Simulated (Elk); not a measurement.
## A self-consistent single point of CoIr (R-3m, 2 atoms in the cell) with Elk

Level of theory: PBEsol, all-electron FP-LAPW, Elk's shipped species files, LAPW+lo basis (Elk 10.2.4).

Input as run:

```
tasks
  0

xctype
  22

spinpol
  .true.

reducebf
  0.7

rgkmax
  8.0

gmaxvr
  16.0

nxoapwlo
  1

rmtscf
  0.84

nempty
  12

stype
  0

swidth
  0.00499791

maxscl
  100

scale
  8.383956951

avec
    0.2984741270    0.1723241176    0.9387319074
   -0.2984741270    0.1723241176    0.9387319074
    0.0000000000   -0.3446482351    0.9387319074

sppath
  './'

atoms
  2
  'Co.in'
  1
  0.0000000000  0.0000000000  0.0000000000    0.0 0.0 -0.75
  'Ir.in'
  1
  0.5000000000  0.5000000000  0.5000000000    0.0 0.0 0.0

ngridk
  12 12 12
```

Output, abridged:

```
│ Elk code version 10.2.4 │

All units are atomic (Hartree, Bohr, etc.)

│ Ground-state run starting from atomic densities │

Lattice vectors :
   2.502394232       1.444757984       7.870287900
  -2.502394232       1.444757984       7.870287900
   0.000000000      -2.889515966       7.870287900

Unit cell volume      :    170.7232631
Brillouin zone volume :    1.452937397

Muffin-tin inner radius fraction :   0.1000000000E-01

Nuclei treated as point charges

Species :    1 (Co)
 parameters loaded from : Co.in
 name : cobalt
 nuclear charge    :   -27.00000000
 electronic charge :    27.00000000
 atomic mass :    107428.6517
 muffin-tin radius :    2.016000000
 number of radial points in muffin-tin :    497
 atomic positions (lattice), magnetic fields (Cartesian) :
   1 :   0.00000000  0.00000000  0.00000000    0.00000000  0.00000000 -0.75000000

Species :    2 (Ir)
 parameters loaded from : Ir.in
 name : iridium
 nuclear charge    :   -77.00000000
 electronic charge :    77.00000000
 atomic mass :    350390.1559
 muffin-tin radius :    2.352000000
 number of radial points in muffin-tin :    697
 atomic positions (lattice), magnetic fields (Cartesian) :
   1 :   0.50000000  0.50000000  0.50000000    0.00000000  0.00000000  0.00000000

Total number of atoms per unit cell :    2

Spin treatment :
 spin-polarised
 global magnetic field (Cartesian) :    0.000000000       0.000000000       0.000000000
 collinear magnetisation in z-direction

Number of Bravais lattice symmetries :   12
Number of crystal symmetries         :   12
Crystal has inversion symmetry
Real symmetric eigensolver will be used

k-point grid :     12    12    12
k-point offset :    0.000000000       0.000000000       0.000000000
k-point set is reduced with full crystal symmetry group
Total number of k-points :      189

Muffin-tin radius times maximum |G+k| :    8.000000000
 using average radius
   [... lines left out ...]
Maximum (1/2)|G+k|²                   :    6.708797918
Maximum |G| for potential and density :    16.00000000
 potential will be trimmed for |G| > 2 gkmax
Constant for pseudocharge density :    9
Radial integration step length :    4

G-vector grid sizes :     45    45    45
Number of G-vectors :    11789

Maximum angular momentum used for
 APW functions                      :    8
 outer part of muffin-tin           :    6
 inner part of muffin-tin           :    1

Total nuclear charge    :   -104.0000000
Total core charge       :    60.00000000
Total valence charge    :    44.00000000
Total excess charge     :    0.000000000
Total electronic charge :    104.0000000

Effective Wigner radius, rₛ :   0.7317963710

Number of empty states         :   24
Total number of valence states :   92
Total number of core states    :   60

Total number of local-orbitals :   48

Exchange-correlation functional :     22     0     0
 PBEsol, Phys. Rev. Lett. 100, 136406 (2008)
 gradient requirement :    1
 generalised gradient approximation (GGA)

Smearing type :    0
 Gaussian
Smearing width :   0.4997910000E-02
Effective electronic temperature (K) :    1578.215154

Mixing type :    3
 Broyden mixing, J. Phys. A: Math. Gen. 17, L317 (1984)

Kohn-Sham potential initialised from atomic data
│ Self-consistent loop started │
│ Loop number : 1 │
 total energy                :     -19238.8799976
 total moment                :    1.749617307
│ Loop number : 2 │
 total energy                :     -19240.0629220
 total moment                :    1.793740066
RMS change in Kohn-Sham potential (target) :    1.326743007     (  0.1000000000E-05)
Absolute change in total energy (target)   :    1.182924451     (  0.1000000000E-03)
│ Loop number : 3 │
 total energy                :     -19237.0369482
 total moment                :    1.615379079
RMS change in Kohn-Sham potential (target) :    1.329491335     (  0.1000000000E-05)
Absolute change in total energy (target)   :    2.730242679     (  0.1000000000E-03)
│ Loop number : 4 │
 total energy                :     -19238.4671302
 total moment                :    1.658487360
RMS change in Kohn-Sham potential (target) :    1.167699170     (  0.1000000000E-05)
Absolute change in total energy (target)   :   0.7476212557     (  0.1000000000E-03)
│ Loop number : 5 │
 total energy                :     -19243.7952811
   [... lines left out ...]
 total moment                :    1.522013743
RMS change in Kohn-Sham potential (target) :   0.8233253497E-05 (  0.1000000000E-05)
Absolute change in total energy (target)   :   0.8388372298E-03 (  0.1000000000E-03)
│ Loop number : 24 │
 total energy                :     -19245.4241170
 total moment                :    1.522082797
RMS change in Kohn-Sham potential (target) :   0.7609967335E-06 (  0.1000000000E-05)
Absolute change in total energy (target)   :   0.4661707280E-03 (  0.1000000000E-03)
│ Loop number : 25 │
 total energy                :     -19245.4241113
 total moment                :    1.522094368
RMS change in Kohn-Sham potential (target) :   0.5915190304E-06 (  0.1000000000E-05)
Absolute change in total energy (target)   :   0.1221756902E-03 (  0.1000000000E-03)
│ Loop number : 26 │
 total energy                :     -19245.4240808
 total moment                :    1.522120509
RMS change in Kohn-Sham potential (target) :   0.3882008720E-06 (  0.1000000000E-05)
Absolute change in total energy (target)   :   0.6111290350E-04 (  0.1000000000E-03)
Convergence targets achieved

│ Loop number : 27 │

Energies :
 Fermi                       :     0.486987353893
 sum of eigenvalues          :     -11749.1333123
 electron kinetic            :      21758.7542419
 core electron kinetic       :      20857.6902544
 Coulomb                     :     -40601.5329665
 Coulomb potential           :     -32978.0423310
 nuclear-nuclear             :     -1569.92642235
 electron-nuclear            :     -45085.1707573
 Hartree                     :      6053.56421312
 Madelung                    :     -24112.5118010
 xc potential                :     -529.803223919
 xc effective B-field        :    -0.419725943186E-01
 external B-field            :      0.00000000000
 exchange                    :     -395.931569749
 correlation                 :     -6.71381022072
 total energy                :     -19245.4241046
 (external B-field energy excluded from total)

Density of states at Fermi energy :    73.49817068
 (states/Hartree/unit cell)

Estimated indirect band gap :   0.9240278021E-04
 from k-point    115 to k-point     38
Estimated direct band gap   :   0.1315904403E-02
 at k-point    185

Charges :
 core                        :    60.00000000
 valence                     :    44.00000000
 interstitial                :    3.787670128
 muffin-tins (core leakage)
  species :    1 (Co)
   atom    1                 :    25.23952283     (  0.3353245012E-02)
  species :    2 (Ir)
   atom    1                 :    74.97280705     (  0.2333096107E-02)
 total in muffin-tins        :    100.2123299
 total calculated charge     :    103.9921021
 total charge                :    104.0000000
 error                       :   0.7897911608E-02

Moments :
 interstitial                :  -0.3054365072E-01
 muffin-tins
  species :    1 (Co)
   atom    1                 :    1.394559831
  species :    2 (Ir)
   atom    1                 :   0.1581146370
 total in muffin-tins        :    1.552674468
 total moment                :    1.522130817

│ Self-consistent loop stopped │
```

The run converged in 27 iterations. The count includes the last loop, which Elk runs after its targets are met.

The starting cell comes from a database of computed structures (which also holds hypothetical and non-ambient phases and stackings), without a prior relaxation at this level. Spin-orbit coupling is off. With one magnetic atom in the cell only a parallel order is possible. Values depend on the basis (sphere radii, cutoffs, local orbitals), which need not be converged. The log's line on a gap gives a spacing of levels on this mesh, which the program prints for metals too.

Cost on one core of a shared machine: roughly 3 min.
